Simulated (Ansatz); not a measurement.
## Al3Pt2, element substitutions

The parent structure is Al3Pt2 (space group P-3m1, No. 164; a = 4.2042 Å, c = 5.1844 Å; a cell from a computed database, its experimental status unchecked).

Each row replaces one element on all its sites; cell and atoms are relaxed.

Level of theory: PBEsol in Ansatz (plane waves to 420 eV, PAW, spin-orbit coupling left out).

```csv
case,shortest interatomic distance,c/a ratio
base,2.499 Å,1.233
Pt → Pd,2.517 Å,1.221
Al → In,2.708 Å,1.215
Al → Ga,2.509 Å,1.233
```

Whether these cells are dynamically stable was not tested. For Al3Pd2 and In3Pt2 in this form, whether it has been made was not checked. All final runs are without spin polarisation.

Ansatz is an electronic-structure program.
